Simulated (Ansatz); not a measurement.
**VN under a change: Ta on a V site, symmetric start**

The reference is a 16-atom supercell of VN in the rock salt structure (space group Fm-3m, No. 225; a = 4.117 Å) at its relaxed geometry.

Modification: a neutral Ta on a V site, symmetric start, atoms relaxed at fixed cell.

Level of theory: PBE in Ansatz (plane waves to 420 eV, PAW, no SOC). Settings: 7×7×7 k-points, 0.05 eV Fermi–Dirac smearing.

The pressure goes from zero to 11.6 GPa and the energy gained by relaxation is 0.13 eV. The largest displacement of a host atom from its site in the perfect cell comes out as 0.04 Å and the mean distance from the defect site to its nearest host atoms increases by 0.04 Å (2.06 Å → 2.10 Å).

Other magnetic orders, which the real material may have, were not ruled out. In so small a cell the defect repeats every few ångströms: this is an ordered compound, not a dilute defect. The defect started on the symmetric site and kept its symmetry, so it may sit on a saddle. Seeded moments were not kept for Ta on a V site and the base. Spin-polarised in the final run: Ta on a V site; the other runs are not. The defect cell is spin-polarised and ends with 0.0 μB.

Ansatz is a quantum-chemistry and plane-wave program.
